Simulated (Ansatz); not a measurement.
Ta: response to strain

Take Ta in the bcc (W type) structure (space group Im-3m, No. 229; relaxed with 0.1 eV smearing) as the base.

```yaml
crystal:
  lattice:
    - [-1.62703, 1.62703, 1.62703]
    - [1.62703, -1.62703, 1.62703]
    - [1.62703, 1.62703, -1.62703]
  atoms:
    - { symbol: Ta, position: [0.00000, 0.00000, 0.00000] }
```

Cartesian axes are those of the cell as printed.

Strains are applied to the cell and any free atomic positions relax; under biaxial strain the out-of-plane vector relaxes too.

The values are results of LDA/PAW in Ansatz (a first-principles code), spin-orbit coupling left out, not measurements.

Notes on the quantities. energy relative to the base: free energy F.

```tsv
biaxial strain, plane normal [001], relaxed out of plane (%)	energy relative to the base (meV/atom)
-3	28.6
-2.5	19.7
-2	12.4
-1.5	6.9
-1	?
-0.5	0.7
0	0.0
```

**Question.** Fit ΔE = Aε² + Bε³ (ε in %) to the rows shown and predict the withheld row.

**Answer.** Least squares on the printed values gives A = 2.96 and B = -0.073 meV/atom (largest residual 0.1 meV/atom); this predicts 3.0 meV/atom, and the run gives 3.0 meV/atom, in agreement.

Stability against distortions was not tested. All final runs are without spin polarisation.
